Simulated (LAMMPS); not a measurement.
Molecular dynamics of a free-standing liquid film of Mo, 1078 atoms, at 3910 K.

Model: classical MD, pair style meam, file MoCoNiVFeAlCr_2nn.meam, run in LAMMPS.

**Question.** What does the simulation give for the excess potential energy of the surface, the number density in the middle?

**Answer.** excess potential energy of the surface: 2.5 J/m²; number density in the middle: 0.0550 Å⁻³.
